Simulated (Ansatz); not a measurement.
## Effect of uniaxial strain ε_xx = −3.00 % on ZnS

Start from ZnS in the wurtzite structure (space group P6_3mc, No. 186; a = 3.782 Å, c = 6.208 Å). Axes: x lies along a and z along c of the hexagonal cell.

Perturbation: uniaxial strain ε_xx = −3.00 %, all other strain components held at zero, atoms relaxed at fixed cell.

Method: DFT with PBEsol, PAW potentials and a 420 eV plane-wave cutoff in Ansatz (a quantum-chemistry and plane-wave program), no spin-orbit coupling. k-mesh 10×10×6 (Γ-centred); smearing 0.05 eV (Fermi–Dirac).

```tsv
quantity	base	changed	shift
volume per atom	19.23 Å³	18.65 Å³	-0.58 Å³
space group	P6_3mc (No. 186)	Cmc2_1 (No. 36)	–
shortest interatomic distance	4.383 bohr	4.334 bohr	-0.0483 bohr
energy relative to the base (free energy F)	0 meV/atom	+7.1 meV/atom	+7.1 meV/atom
band gap	2.15 eV	2.15 eV	0.00 eV
gap character	direct at Γ	direct at Γ	–
electron mass	0.16 mₑ along c, 0.18 mₑ across (at Γ)	0.19 mₑ along x, 0.18 mₑ along y, 0.15 mₑ along z (at Γ)	–
hole mass	–	0.17 mₑ along x, 1.8 mₑ along y, 1.5 mₑ along z (at Γ)	–
valence-band top at Γ (three highest levels, from the VBM)	0.00, 0.00, -0.09 eV	0.00, -0.15, -0.25 eV	–
stress (xx, yy, zz, yz, xz, xy; compression positive)	–	(4.02, 1.93, 1.51, 0.00, 0.00, 0.00) GPa	–
```

Effective masses come from finite differences of ±0.01 Å⁻¹. Whether these cells are dynamically stable was not tested. k-point labels follow each cell's own Brillouin zone.
